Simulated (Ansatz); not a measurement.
**Worked example: self-consistent single point of Sn3P4 (C2, 7 atoms in the cell) in Ansatz (a program for electronic structure)**

Method: PBEsol, default PAW files made with PBE (plane waves; Ansatz).

Input as run:

Ansatz 0.2 input:
```yaml
# Sn3P4
crystal:
  lattice:
    - [3.438376, -2.500183, 0.000000]
    - [3.438376, 2.500183, 0.000000]
    - [-2.703213, 0.000000, 10.283628]
  atoms:
    - { symbol: Sn, position: [0.048300, 0.951700, 0.000000] }
    - { symbol: Sn, position: [0.212750, 0.199170, 0.628050] }
    - { symbol: Sn, position: [0.800830, 0.787250, 0.371950] }
    - { symbol: P, position: [0.037510, 0.522450, 0.145560] }
    - { symbol: P, position: [0.477550, 0.962490, 0.854440] }
    - { symbol: P, position: [0.401950, 0.394390, 0.310900] }
    - { symbol: P, position: [0.605610, 0.598050, 0.689100] }
kpoints:
  mp_grid:
    grid: [7, 7, 3]
hamiltonian:
  xc: pbesol
  pseudopotentials:
    kind: paw
scf:
  occupations:
    method: methfessel_paxton
    width: 0.2 eV
output:
  forces: true
  eigenvalues: true
  stress: true
```

Output, abridged:

```
WARN basis.ecutwfc = 420 eV, the default
WARN ansatz: RAYON_NUM_THREADS=1 ignored (pool sized by the plan → 1); use --threads N
Pseudopotentials: kind: paw
Pseudopotential: Sn, paw, valence charge 14
Pseudopotential: P, paw, valence charge 5
Crystal: 7 atoms, lattice volume = 176.808 Å³
Basis set: ecut = 420 eV, 3459 PW (Γ), exchange–correlation on 60×60×144 points (8 copies of the dense FFT grid, shifted against one another)
Bands: 38, of which v1, the nominal top of the filled ones, is band 31 counted from 1 (30 counted from 0)
Symmetry: 2 space group operations
Space group: C2 (ITA 5), of the structure as read, at distance tolerance 5.6e-5 Å
k-points: 44 of 147 (time reversal used)
PAW frozen core: Sn, regenerated for the run's functional, and the local potential with it
PAW frozen core: P, regenerated for the run's functional, and the local potential with it
Initial density: superposition of atomic densities (neutral atoms: chi_scale 0, normalization atom), corrected by the library's trained network
Initial wavefunctions: pseudopotential atomic-orbital guess
Eigensolver: davidson
Functional: x = pbesol(κ = 0.804, μ = 0.12345679012345678), c = pbesol(β = 0.046)
SCF iter   1: F=—  HF=-20808.176512 eV  |F-HF|=—  |Δ(HF+E_count)|=         —  Δρ=4.43e-3  dr2=6.88e-2  ethr=1.77e-3  ⟨swp⟩=8.2  Hψ=8135  notcnv=0
all-band conjugate gradients solve this SCF's bands
preconditioner: auto → Kerker (q_TF=auto, 2.291 Å⁻¹)
SCF iter   2: F=—  HF=-20808.161272 eV  |F-HF|=—  |Δ(HF+E_count)|=   1.52e-2  S|Δr|=    0.00e0  Δρ=2.55e-3  dr2=2.78e-2  ethr=1.11e-4  ⟨swp⟩=2.0  Hψ=2332  notcnv=0  defer=1
SCF iter   3: F=—  HF=-20808.155901 eV  |F-HF|=—  |Δ(HF+E_count)|=   5.37e-3  S|Δr|=    0.00e0  Δρ=6.70e-4  dr2=2.15e-3  ethr=4.49e-5  ⟨swp⟩=3.0  Hψ=3211  notcnv=0  defer=1
SCF iter   4: F=—  HF=-20808.155629 eV  |F-HF|=—  |Δ(HF+E_count)|=   2.72e-4  S|Δr|=    0.00e0  Δρ=2.61e-4  dr2=6.92e-4  ethr=3.47e-6  ⟨swp⟩=2.2  Hψ=2911  notcnv=0  defer=1
SCF iter   5: F=—  HF=-20808.155583 eV  |F-HF|=—  |Δ(HF+E_count)|=   4.56e-5  S|Δr|=    0.00e0  Δρ=1.22e-4  dr2=1.50e-4  ethr=1.12e-6  ⟨swp⟩=1.6  Hψ=1693  notcnv=0  defer=1
SCF iter   6: F=—  HF=-20808.155584 eV  |F-HF|=—  |Δ(HF+E_count)|=   8.66e-7  S|Δr|=    0.00e0  Δρ=4.60e-5  dr2=9.80e-6  ethr=2.42e-7  ⟨swp⟩=2.0  Hψ=1940  notcnv=0  defer=1
SCF iter   7: F=—  HF=-20808.155581 eV  |F-HF|=—  |Δ(HF+E_count)|=   2.73e-6  S|Δr|=    0.00e0  Δρ=1.15e-5  dr2=1.41e-6  ethr=1.58e-8  ⟨swp⟩=2.9  Hψ=3479  notcnv=0  defer=1
SCF iter   8: F=-20808.155581 eV  HF=-20808.155581 eV  |F-HF|=6.54e-9  |Δ(HF+E_count)|=   3.55e-8  S|Δr|=    0.00e0  Δρ=4.76e-6  dr2=7.29e-8  ethr=1.61e-10  ⟨swp⟩=12.2  Hψ=9240  notcnv=0
SCF 1 converged in 8 iterations: F = -20808.155581 eV  dr2 = 7.29e-8
SCF converged after 8 iterations
Stability not checked (fill_not_monotonic)
Free energy (F): -20808.155581 eV
Harris-Foulkes:  -20808.155581 eV  (|F-HF|=6.54e-9)
Internal energy: -20808.153376 eV  (E = F + TS)
E sigma→0 (E₀):  -20808.155030 eV
Entropy (-TS):   -0.002205 eV (-0.315 meV/atom)
Fermi energy:    7.701625 eV
--- Per-component energies (eV) ---
  E_band       = -352.782363
  E_kinetic    = 840.058809
  E_local      = -3671.048726  (includes V_loc(G=0)·N_el)
  E_nonlocal   = 45.530045
  E_hartree    = 2027.663544
  E_xc         = -1380.952332
  E_vxc        = -532.075593  (∫ρ·V_xc dr)
  E_paw        = -14409.441250  (= ΣΔE_a)
  E_vpaw       = -1090.571923  (= ΣTr[D̂ρ^β])
  E_aug_tail   = 0.000011  (compensation charges beyond the density's cutoff)
  E_ewald      = -4261.002380
  E_core_change = 1.038904  (= ΣΔE_core)
  E_smearing   = -0.002205  (= −TS)
  E_closure    = 0.000000  (closes the sum)
  Σ components = -20808.155581   (vs F -20808.155581, Δ=0.00e0)
--- Forces (eV/Å), atoms counted from 1 ---
  atom   1  Sn     0.00000000    -0.21593583    -0.00000000
  atom   2  Sn     0.00724222     0.13530230    -0.24588864
  atom   3  Sn    -0.00724222     0.13530230     0.24588864
  atom   4  P     -0.20356654     0.33950093    -0.39754039
  atom   5  P      0.20356654     0.33950093     0.39754039
  atom   6  P     -0.02207745    -0.36687244     0.38993969
  atom   7  P      0.02207745    -0.36687244    -0.38993969
  max |Σ_I F_I| component: 7.43e-5 eV/Å
--- Stress (GPa, compression-positive) ---
        1.045079       0.000000       0.380096
        0.000000       1.710908      -0.000000
        0.380096      -0.000000       1.735479
  P = ⅓ Tr σ = 1.4972 GPa (14.972 kbar)
  The stress holds the Pulay correction. Without it, at fixed plane waves, as pw.x and ABINIT print it: P = 1.4616 GPa
--- Band table (eV; the first three rows and the last of 44) ---
  k-point 0: bands = ["-14.1633", "-14.1563", "-14.1306", "-14.1212", "-14.1070", "-13.8332", "-13.8151", "-13.7957", "-13.7905", "-13.7870", "-13.7760", "-13.7736", "-13.7502", "-13.7385", "-13.7155", "-5.9387", "-5.4969", "-3.1282", "-1.2358", [...]
  k-point 1: bands = ["-14.1633", "-14.1563", "-14.1306", "-14.1212", "-14.1070", "-13.8333", "-13.8151", "-13.7957", "-13.7905", "-13.7870", "-13.7760", "-13.7736", "-13.7502", "-13.7385", "-13.7155", "-5.8781", "-5.5944", "-2.8875", "-1.7022", [...]
  k-point 2: bands = ["-14.1629", "-14.1564", "-14.1306", "-14.1201", "-14.1071", "-13.8324", "-13.8163", "-13.7950", "-13.7908", "-13.7855", "-13.7764", "-13.7718", "-13.7502", "-13.7379", "-13.7158", "-5.8242", "-5.4095", "-2.9868", "-1.2846", [...]
  k-point 43: bands = ["-14.1718", "-14.1512", "-14.1190", "-14.1163", "-14.1070", "-13.8317", "-13.8179", "-13.8065", "-13.7919", "-13.7832", "-13.7693", "-13.7586", "-13.7436", "-13.7332", "-13.7193", "-4.8703", "-4.7406", "-1.4111", "-1.2086", [...]
```

The run converged in 8 iterations.

The starting cell comes from a database of computed structures (which also holds hypothetical and non-ambient phases and stackings), without a prior relaxation at this level. Its lattice was rescaled by a random factor within 2.5 % of one. Ansatz's pressure includes its estimate of the finite-basis (Pulay) stress. The run gives no clean gap (levels at the Fermi energy touch, overlap or are partly filled at this smearing), which alone does not show that the compound is a metal.
